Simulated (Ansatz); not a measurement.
Ansatz (an electronic-structure program) run on a (001) slab of TiO2 (cut from a parent of space group no. 141; 12 atoms in the cell): self-consistent single point.

Method of the run: LDA (PW92), default PAW files made with PBE (plane waves; Ansatz).

```xyz
12
Lattice="3.7661 0.0000 0.0000 0.0000 3.7661 0.0000 0.0000 0.0000 21.8917" Properties=species:S:1:pos:R:3 pbc="T T T"
Ti     0.0000     1.8830     7.3975
Ti     0.0000     0.0000    14.4943
O      0.0000     1.8830    14.8917
O      1.8830     1.8830     7.7949
O      0.0000     0.0000     7.0000
O      0.0000     1.8830     9.3656
Ti     1.8830     0.0000    12.1287
Ti     1.8830     1.8830     9.7631
O      1.8830     0.0000    10.1605
O      0.0000     0.0000    12.5261
O      1.8830     1.8830    11.7313
O      1.8830     0.0000    14.0969
```

Reference input (self-consistent single point, DFT, LDA (PW92), plane waves, default PAW files made with PBE): basis.ecutwfc = 30.9 Ry; kpoints.mp_grid.grid = 5 5 1; hamiltonian.xc = lda; hamiltonian.pseudopotentials = {kind: paw} (the program's default PAW files); scf.occupations.method = fermi_dirac; scf.occupations.width = 0.0015 Ry. This run's input differs from it in these lines:

Ansatz 0.2 input:
```diff
@@ -23,3 +23,3 @@
   mp_grid:
-    grid: [5, 5, 1]
+    grid: [7, 7, 1]
 hamiltonian:
```

Output (repeated stretches shortened):

```
SCF iter   1: F=—  HF=-14258.413018 eV  |F-HF|=—  |Δ(HF+E_count)|=         —  Δρ=1.33e-2  dr2=5.11e-1  ethr=1.77e-3  ⟨swp⟩=6.0  Hψ=3757  notcnv=0
all-band conjugate gradients solve this SCF's bands
preconditioner: auto → Resta (q_TF=auto, 2.244 Å⁻¹)
SCF iter   2: F=—  HF=-14258.356991 eV  |F-HF|=—  |Δ(HF+E_count)|=   5.60e-2  Δρ=9.99e-3  dr2=2.81e-1  ethr=5.32e-4  ⟨swp⟩=2.1  Hψ=1719  notcnv=0  defer=90
   [... lines left out ...]
SCF iter   9: F=—  HF=-14258.304678 eV  |F-HF|=—  |Δ(HF+E_count)|=   2.52e-7  Δρ=1.86e-5  dr2=1.24e-6  ethr=8.86e-9  ⟨swp⟩=2.0  Hψ=1247  notcnv=0  defer=90
SCF iter  10: F=—  HF=-14258.304678 eV  |F-HF|=—  |Δ(HF+E_count)|=   1.01e-7  Δρ=5.27e-6  dr2=1.22e-7  ethr=1.29e-9  ⟨swp⟩=2.2  Hψ=1573  notcnv=0  defer=90
SCF iter  11: F=—  HF=-14258.304678 eV  |F-HF|=—  |Δ(HF+E_count)|=   5.90e-8  Δρ=5.90e-6  dr2=1.16e-7  ethr=1.04e-10  ⟨swp⟩=10.9  Hψ=3872  notcnv=0
SCF iter  12: F=-14258.304678 eV  HF=-14258.304678 eV  |F-HF|=5.35e-8  |Δ(HF+E_count)|=   4.60e-9  Δρ=4.63e-6  dr2=6.35e-8  ethr=1.04e-10  ⟨swp⟩=2.9  Hψ=3212  notcnv=0
SCF 1 converged in 12 iterations: F = -14258.304678 eV  dr2 = 6.35e-8
Free energy (F): -14258.304678 eV
Internal energy: -14258.304678 eV  (E = F + TS)
E sigma→0 (E₀):  -14258.304678 eV
Fermi energy:    0.615349 eV
--- Forces (eV/Å), atoms counted from 1 ---
  atom   1  Ti     0.00000000     0.00000000     1.56788158
  atom   2  Ti     0.00000000     0.00000000    -1.56788158
  atom   3  O      0.00000000     0.00000000     0.40428398
  atom   4  O      0.00000000     0.00000000    -0.10937740
  atom   5  O      0.00000000     0.00000000    -0.40428398
  atom   6  O      0.00000000     0.00000000    -0.66209435
  atom   7  Ti     0.00000000     0.00000000     0.17065292
  atom   8  Ti     0.00000000     0.00000000    -0.17065292
  atom   9  O     -0.00000000     0.00000000     0.15583108
   [... lines left out ...]
  atom  12  O      0.00000000     0.00000000     0.10937740
--- Stress (GPa, compression-positive) ---
       -1.354370       0.000000       0.000000
        0.000000      -9.876293       0.000000
        0.000000       0.000000      -2.578313
  P = ⅓ Tr σ = -4.6030 GPa (-46.030 kbar)
  The stress holds the Pulay correction. Without it, at fixed plane waves, as pw.x and ABINIT print it: P = -5.0206 GPa
```

The run converged in 12 iterations. Against the reference run the free energy hardly moves (within 1 meV/atom), the largest force moves little (1.567 to 1.568 eV/Å) and the gap on the mesh goes from 1.630 to 1.598 eV.

The starting cell has typed, rounded lattice constants, without a prior relaxation at this level. The slab is cut from that crystal, and its faces are unrelaxed. Its lattice was rescaled by up to half a per cent. Spin polarisation is off, though cut faces can carry moments; a gap of a slab can lie between surface states. Forces in this geometry exceed 1 eV/Å.
